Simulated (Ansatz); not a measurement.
# TiCdO3 (space group R-3, No. 148)

Space group R-3, hexagonal axes (No. 148); a = b = 5.2312 Å, c = 14.8028 Å, α = β = 90.00°, γ = 120.00°

```json
[
 {"atom": "Ti", "site": "6c", "symmetry": "3.", "x": "0.0000", "y": "0.0000", "z": "0.1496"},
 {"atom": "Cd", "site": "6c", "symmetry": "3.", "x": "0.0000", "y": "0.0000", "z": "0.3634"},
 {"atom": "O", "site": "18f", "symmetry": "1", "x": "0.3452", "y": "0.0562", "z": "0.0925"}
]
```
(The calculation used a cell of 10 atoms; values per cell refer to that cell.)

Computed with Ansatz (a quantum-chemistry and plane-wave program) PBEsol, no spin-orbit coupling. Settings: 8×8×8 k-points, 0.05 eV Fermi–Dirac smearing.

| Quantity | Value |
|---|---|
| Volume per atom | 11.69 Å³ |
| Density | 5.92 g/cm³ |
| Band gap | 3.02 eV (uncertain: the edges found on the path are not clean extrema) |
| Total energy | -2468.907 eV/atom (σ→0; compares only within this code and set-up) |

Gaps are read on the SCF mesh and a high-symmetry path. Whether these cells are dynamically stable was not tested. All final runs are without spin polarisation.
